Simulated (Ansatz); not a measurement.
Take Ru in the hcp (Mg type) structure (space group P6_3/mmc, No. 194; a = 2.7046 Å, c = 4.2601 Å) as the base. Axes: x lies along a and z along c of the hexagonal cell.

Calculations: Ansatz (an electronic-structure program), r2SCAN, PAW, cutoff 500 eV, spin-orbit coupling left out.

For the base:

```
Quantity            Value
---------------  --------
Volume per atom  13.49 Å³
Pressure          0.0 GPa
```

Modification: tensile biaxial strain of 0.46 % in the plane normal to [001], as in epitaxy on a mismatched substrate; the out-of-plane cell vector and the atoms relax.

Problem. What does the calculation give for the volume per atom and pressure after the change?

Solution. The volume per atom grows by 0.092 Å³ (13.49 Å³ → 13.59 Å³); the pressure (mean of the normal stresses, compression positive) goes from zero to -2.1 GPa.

Without a gap, meshes like the base's 20×20×11 leave anisotropic stresses uncertain by several tenths of a GPa, and small strain energies with them. Whether these cells are dynamically stable was not tested. All final runs are without spin polarisation.
